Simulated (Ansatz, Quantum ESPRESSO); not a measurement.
A Quantum ESPRESSO input for a self-consistent single point of MoS2 (P6_3/mmc, 6 atoms in the cell) (DFT, PBE, plane waves, PseudoDojo standard norm-conserving (PBE) pseudopotentials):

```fortran
&control
 calculation = 'scf'
 prefix = 'pwscf'
 outdir = './out'
 pseudo_dir = './'
 tprnfor = .true.
 tstress = .true.
/
&system
 ibrav = 0
 nat = 6
 ntyp = 2
 ecutwfc = 80
 occupations = 'fixed'
 nbnd = 32
/
&electrons
 conv_thr = 1.0d-10
 mixing_beta = 0.5
/
ATOMIC_SPECIES
Mo    95.9500  Mo.upf
S     32.0600  S.upf
CELL_PARAMETERS angstrom
   3.146070264     0.000000000     0.000000000
  -1.573035132     2.724576771     0.000000000
   0.000000000     0.000000000    13.015557000
ATOMIC_POSITIONS crystal
Mo    0.000000000    0.000000000    0.250000000
Mo    0.000000000    0.000000000    0.750000000
S     0.333333333    0.666666667    0.367740000
S     0.666666667    0.333333333    0.632260000
S     0.666666667    0.333333333    0.867740000
S     0.333333333    0.666666667    0.132260000
K_POINTS automatic
6 6 2  0 0 0
```

Q: Write the same calculation as an input for Ansatz (a quantum-chemistry and plane-wave program).

A: One input that does it (others would too):

Ansatz 0.2 input:
```yaml
crystal:
  lattice:
    - [3.14607000, 0.00000000, 0.00000000]
    - [-1.57303500, 2.72457700, 0.00000000]
    - [0.00000000, 0.00000000, 13.01555700]
  atoms:
    - { symbol: Mo, position: [0.00000000, 0.00000000, 0.25000000] }
    - { symbol: Mo, position: [0.00000000, 0.00000000, 0.75000000] }
    - { symbol: S, position: [0.33333300, 0.66666700, 0.36774000] }
    - { symbol: S, position: [0.66666700, 0.33333300, 0.63226000] }
    - { symbol: S, position: [0.66666700, 0.33333300, 0.86774000] }
    - { symbol: S, position: [0.33333300, 0.66666700, 0.13226000] }
basis:
  ecutwfc: 420.0 eV
kpoints:
  mp_grid: { grid: [6, 6, 2] }
hamiltonian:
  xc: pbe
  pseudopotentials: { kind: paw }
scf:
  occupations: { method: fixed }
output:
  forces: true
  eigenvalues: true
  stress: true
```

Basis settings and potentials, where a program has them, do not carry over. This input uses DFT, PBE, plane waves, default PAW files.

The starting cell comes from a database of computed structures (which also holds hypothetical and non-ambient phases and stackings), without a prior relaxation at this level. Its lattice was rescaled by a random factor within 2.5 % of one. For this run, on top of that: lattice scaled by 0.98.
